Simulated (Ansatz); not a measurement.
**ZnS: band gap against strain**

ZnS (zinc blende, F-43m, 19.213 Å³/atom at rest, cube axes along x, y and z) under a strain ε along a cube axis (axis z), the other axes held. PBEsol in Ansatz, a plane-wave DFT program (PAW, default set), 420 eV, 11×11×11 Γ-centred mesh, Fermi-Dirac smearing 0.05 eV; ions are relaxed within the symmetry of each cell. Gaps are the smallest over the k-mesh and a band path, without spin-orbit coupling; in all rows the valence edge lies at Γ and the conduction edge at Γ.

Here s stands for strain and Eg for gap.

```csv
strain (%),gap (eV)
-3.00,?
-1.50,2.114
-1.00,2.104
-0.50,2.095
0.00,2.085
```

Taking a straight line for Eg over the 4 complete rows: Means: s -0.75000, Eg 2.0995. About the means, the sum of products is -0.024000 and the sum of squares of s is 1.2500; the slope is their ratio. Least squares gives Eg = 2.0851 - 0.01920·s. Residuals (row less fit): 0.0001, -0.0003, 0.0003, -0.0001; standard error 0.0003 (degrees of freedom: 2). Over these rows the gap moves by -1.9 ± 0.03 eV per unit strain.

### Question
Predict the withheld Eg at s = -3.00 from the fit, and compare with the calculation.

### Answer
Eg = 2.0851 - 0.01920 × (-3.0) = 2.1427 eV. The calculation gives 2.145 eV, 0.0023 eV above the prediction (3.8 % of the range of Eg in the table). The row lies outside the fitted rows, so this is an extrapolation. The fitted rows scatter only by rounding.

Rows are the converged runs of the series near zero and its far end; series whose fitted rows scatter by over a few per cent of the range, as at a crossing or softening among them, aren't shown in this form. Most that stay on the fit to the last digits aren't either.
